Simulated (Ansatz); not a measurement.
BSiCN (model structure, started from the AlSiCN type, P3m1, No. 156, 4 atoms in the cell) was calculated with r²SCAN (Ansatz, a quantum-chemistry and plane-wave program, PAW).

Numerical settings: plane-wave cutoff 560 eV, 12×12×8 k mesh (along the axes of the cell as run), Fermi–Dirac smearing 0.01 eV, scalar-relativistic PAW data made under PBE.

Cell (relaxed with PBEsol):

```cif
data_CBNSi
_chemical_formula_sum 'B1 Si1 C1 N1'
_space_group_name_H-M_alt 'P3m1'
_space_group_IT_number 156
_space_group_name_Hall 'P 3 -2"'
_cell_length_a 2.86149
_cell_length_b 2.86149
_cell_length_c 4.63507
_cell_angle_alpha 90.000
_cell_angle_beta 90.000
_cell_angle_gamma 120.000
loop_
_atom_site_label
_atom_site_type_symbol
_atom_site_symmetry_multiplicity
_atom_site_Wyckoff_symbol
_atom_site_fract_x
_atom_site_fract_y
_atom_site_fract_z
_atom_site_occupancy
B1 B 1 b 0.33333 0.66667 0.49143 1
Si1 Si 1 c 0.66667 0.33333 0.00173 1
C1 C 1 b 0.33333 0.66667 0.14588 1
N1 N 1 c 0.66667 0.33333 0.61095 1
```

Task: What does this level give for the band gap and smallest direct gap on the k points sampled?

Result: 
band gap: 2.99 eV (indirect)
smallest direct gap on the k points sampled: 4.16 eV

Note: the relaxation could raise the start's symmetry but not lower it, so the cell can be a saddle point; cell and atoms aren't relaxed at this level (largest force component 0.34 eV/Å, pressure 0.3 GPa).

The computed numbers hold no vibrational or temperature effects.

A model structure was made by putting elements into a prototype or built by hand; it is no filed structure, need not be a known phase, and can be a saddle point held by its symmetry.
